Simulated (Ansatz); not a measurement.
## Effect of pressure 22.5 GPa on Rh

The parent structure is Rh in the fcc (Cu type) structure (space group Fm-3m, No. 225; a = 3.830 Å).

Now apply this change: cell and atoms relaxed at a pressure of 22.5 GPa.

Method: PBE (Ansatz, a program for electronic structure, PAW, spin-orbit coupling left out). Settings: 21×21×21 k-points, 0.05 eV Fermi–Dirac smearing.

* **Volume per atom**: 13.06 Å³ (base 14.05 Å³)
* **Density**: 13.08 g/cm³ (base 12.17 g/cm³)
* **Lattice parameter a**: 3.738 Å (base 3.830 Å)
* **Shortest interatomic distance**: 2.644 Å (base 2.708 Å)
* **Enthalpy H = E + PV relative to the base's energy**: +1.90 eV/atom
* **Band gap**: zero (base zero)

Final structure:

```xyz
1
Lattice="0.0000 1.8692 1.8692 1.8692 0.0000 1.8692 1.8692 1.8692 0.0000" Properties=species:S:1:pos:R:3 pbc="T T T"
Rh     0.0000     0.0000     0.0000
```

Load acts through the strain it causes; cell and atoms are relaxed under it. Whether these cells are dynamically stable was not tested. No other phases were tried under pressure. The final runs are not spin-polarised.
